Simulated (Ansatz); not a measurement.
**Ansatz (an electronic-structure program) run on Zr2Au (I4/mmm, 3 atoms in the cell): self-consistent single point**

Level of theory: LDA (PW92), default PAW files made with PBE (plane waves; Ansatz).

The input file:

Ansatz 0.2 input:
```yaml
crystal:
  lattice:
    - [-1.655131, 1.655131, 5.842951]
    - [1.655131, -1.655131, 5.842951]
    - [1.655131, 1.655131, -5.842951]
  atoms:
    - { symbol: Zr, position: [0.659700, 0.659700, 0.000000] }
    - { symbol: Zr, position: [0.340300, 0.340300, 0.000000] }
    - { symbol: Au, position: [0.000000, 0.000000, 0.000000] }
basis:
  ecutwfc: 420.0
kpoints:
  mp_grid: { grid: [12, 12, 12] }
hamiltonian:
  xc: lda
  pseudopotentials: { kind: paw }
scf:
  occupations: { method: fermi_dirac, width: 0.1 }
output:
  forces: true
  eigenvalues: true
  stress: true
```

Log, with long lists cut:

```
WARN ansatz: RAYON_NUM_THREADS=1 ignored (pool sized by the plan → 1); use --threads N
basis.fft_grid_basis auto: the FFT boxes are laid along the combinations [[1, 0, 1], [0, 1, 1], [0, 0, 1]] of the cell's own vectors, 3.310, 3.310 and 6.294 Å …
Pseudopotentials: kind: paw
Pseudopotential: Zr, paw, valence charge 12
Pseudopotential: Au, paw, valence charge 19
Crystal: 3 atoms, lattice volume = 64.026 Å³
Basis set: ecut = 420 eV, 1263 PW (Γ), FFT grids on a1+a3, a2+a3, a3
Bands: 26, of which v1, the nominal top of the filled ones, is band 22 counted from 1 (21 counted from 0)
Symmetry: 16 space group operations
Space group: I4/mmm (ITA 139), of the structure as read, at distance tolerance 4.0e-5 Å
k-points: 163 of 1728
PAW frozen core: Zr, regenerated for the run's functional, and the local potential with it
PAW frozen core: Au, regenerated for the run's functional, and the local potential with it
Initial density: superposition of atomic densities (neutral atoms: chi_scale 0, normalization atom), corrected by the library's trained network
Initial wavefunctions: pseudopotential atomic-orbital guess
Eigensolver: davidson
Functional: x = slater, c = lda
SCF iter   1: F=—  HF=-21021.143685 eV  |F-HF|=—  |Δ(HF+E_count)|=         —  Δρ=6.83e-3  dr2=2.46e-2  ethr=1.77e-3  ⟨swp⟩=3.8  Hψ=14449  notcnv=0
all-band conjugate gradients solve this SCF's bands
preconditioner: auto → Kerker (q_TF=auto, 2.553 Å⁻¹)
SCF iter   2: F=—  HF=-21021.142444 eV  |F-HF|=—  |Δ(HF+E_count)|=   1.24e-3  Δρ=3.93e-3  dr2=1.12e-2  ethr=5.71e-5  ⟨swp⟩=1.0  Hψ=5544  notcnv=0
SCF iter   3: F=—  HF=-21021.140642 eV  |F-HF|=—  |Δ(HF+E_count)|=   1.80e-3  Δρ=5.44e-4  dr2=2.05e-4  ethr=2.60e-5  ⟨swp⟩=2.0  Hψ=4850  notcnv=0
SCF iter   4: F=—  HF=-21021.140606 eV  |F-HF|=—  |Δ(HF+E_count)|=   3.69e-5  Δρ=2.30e-4  dr2=4.12e-5  ethr=4.77e-7  ⟨swp⟩=2.2  Hψ=6578  notcnv=0
SCF iter   5: F=—  HF=-21021.140600 eV  |F-HF|=—  |Δ(HF+E_count)|=   5.82e-6  Δρ=3.69e-5  dr2=1.21e-6  ethr=9.58e-8  ⟨swp⟩=2.1  Hψ=5356  notcnv=0
SCF iter   6: F=-21021.140599 eV  HF=-21021.140600 eV  |F-HF|=2.06e-8  |Δ(HF+E_count)|=   2.13e-7  Δρ=1.02e-5  dr2=6.95e-8  ethr=2.33e-10  ⟨swp⟩=3.1  Hψ=16929  notcnv=0
SCF 1 converged in 6 iterations: F = -21021.140599 eV  dr2 = 6.95e-8
SCF converged after 6 iterations
Free energy (F): -21021.140599 eV
Harris-Foulkes:  -21021.140600 eV  (|F-HF|=2.06e-8)
Internal energy: -21021.077891 eV  (E = F + TS)
E sigma→0 (E₀):  -21021.109245 eV
Entropy (-TS):   -0.062709 eV (-20.903 meV/atom)
Fermi energy:    15.532106 eV
--- Per-component energies (eV) ---
  E_band       = -478.409770
  E_kinetic    = 1268.714615
  E_local      = -3571.359418  (includes V_loc(G=0)·N_el)
  E_nonlocal   = 246.348820
  E_hartree    = 1383.359312
  E_xc         = -547.632030
  E_vxc        = -656.169081  (∫ρ·V_xc dr)
  E_paw        = -15120.227397  (= ΣΔE_a)
  E_vpaw       = -532.668693  (= ΣTr[D̂ρ^β])
  E_aug_tail   = 0.001334  (compensation charges beyond the density's cutoff)
  E_ewald      = -4681.546646
  E_core_change = 1.263519  (= ΣΔE_core)
  E_smearing   = -0.062709  (= −TS)
  E_closure    = 0.000000  (closes the sum)
  Σ components = -21021.140599   (vs F -21021.140599, Δ=0.00e0)
--- Forces (eV/Å), atoms counted from 1 ---
  atom   1  Zr     0.00000000    -0.00000000    -0.08237641
  atom   2  Zr     0.00000000     0.00000000     0.08237641
  atom   3  Au    -0.00000000     0.00000000     0.00000000
  max |Σ_I F_I| component: 1.95e-18 eV/Å
--- Stress (GPa, compression-positive) ---
       -7.998524       0.000000       0.000000
        0.000000      -7.998524       0.000000
        0.000000       0.000000      -7.977136
  P = ⅓ Tr σ = -7.9914 GPa (-79.914 kbar)
  The stress holds the Pulay correction. Without it, at fixed plane waves, as pw.x and ABINIT print it: P = -8.0156 GPa
--- Band table (eV; the first three rows and the last of 163) ---
  k-point 0: bands = ["-90.8125", "-42.1025", "-42.1025", "-42.0704", "-33.4113", "-33.2950", "-11.7006", "-11.3447", "-11.3447", "-11.1834", "-11.1227", "-11.1227", "7.9310", "9.7311", "10.0656", "10.9811", "10.9811", "11.3598", "12.3985", [...]
  k-point 1: bands = ["-90.8125", "-42.1038", "-42.1038", "-42.0701", "-33.4032", "-33.2946", "-11.6901", "-11.3830", "-11.3726", "-11.1594", "-11.1584", "-11.1416", "8.1791", "9.8274", "10.1694", "10.8869", "10.9026", "11.2590", "12.6978", [...]
  k-point 2: bands = ["-90.8123", "-42.1074", "-42.1072", "-42.0694", "-33.3811", "-33.2934", "-11.6675", "-11.4479", "-11.4462", "-11.2462", "-11.1931", "-11.1342", "8.8675", "10.1118", "10.4208", "10.6821", "10.7185", "10.9737", "13.4129", [...]
  k-point 162: bands = ["-90.8125", "-42.1025", "-42.1025", "-42.0704", "-33.4065", "-33.2999", "-11.6278", "-11.3465", "-11.3465", "-11.2628", "-11.1207", "-11.1207", "8.5242", "9.6846", "10.0772", "10.9162", "10.9797", "10.9797", "11.3646", [...]
```

The run converged in 6 iterations.

The starting cell comes from a database of computed structures (which also holds hypothetical and non-ambient phases and stackings), without a prior relaxation at this level. Its lattice was rescaled by up to half a per cent. Spin-orbit coupling is off. With a pressure of about -8 GPa the cell is away from its equilibrium volume at this level. Ansatz's pressure includes its estimate of the finite-basis (Pulay) stress.
